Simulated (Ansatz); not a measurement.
# What biaxial strain −1.50 %, plane normal [001], relaxed out of plane does to Ru

Start from Ru in the hcp (Mg type) structure (space group P6_3/mmc, No. 194; a = 2.691 Å, c = 4.249 Å; relaxed with 0.1 eV smearing). Axes: x lies along a and z along c of the hexagonal cell.

Perturbation: biaxial strain −1.50 %, plane normal [001], relaxed out of plane (Cartesian); in-plane vectors clamped, the third vector and the atoms free.

Computed with plane-wave PAW DFT at the PBEsol level (Ansatz, a quantum-chemistry and plane-wave program, 420 eV), no SOC. Settings: 25×25×14 k-points, 0.1 eV Fermi–Dirac smearing.

- Shortest interatomic distance = 2.632 Å (base 2.632 Å)
- Pressure (mean of the normal stresses, compression positive) = 8.0 GPa (base 0.0 GPa)
- Band gap = zero (base zero)
- Out-of-plane strain = +0.80 %
- Mean in-plane stress (compression positive) = +12.0 GPa

Stability against distortions was not tested. All final runs are without spin polarisation.
